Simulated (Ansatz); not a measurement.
Carrier properties of monolayer InSe

Consider the following.

```
CELL_PARAMETERS angstrom
      4.08371     0.00000     0.00000
     -2.04185     3.53659     0.00000
      0.00000     0.00000    21.40628
ATOMIC_POSITIONS crystal
  In 0.66667 0.33333 0.43402
  In 0.66667 0.33333 0.56598
  Se 0.33333 0.66667 0.37445
  Se 0.33333 0.66667 0.62555
```

All values below come from HSE06, rigid bands (plane waves, PAW, scalar-relativistic; Ansatz, an electronic-structure program). How the cell was made: cell and atoms relaxed with PBE.

```yaml
band_gap: 2.15 eV
electron conductivity mass (300 K, dilute): 0.198 mₑ
effective density of states N_c (300 K): 2.2e12 cm⁻²
Seebeck coefficient, n-type 2.1e12 cm⁻², 300 K: -169 μV/K
```

Rigid bands; masses and Seebeck coefficients take one relaxation time τ for all states and one kind of carrier; polarons and phonon drag are left out. Spin-orbit coupling is left out. Geometry: cell and atoms relaxed with PBE.

Model free-standing layer, not matched to a measured one here: monolayer InSe.
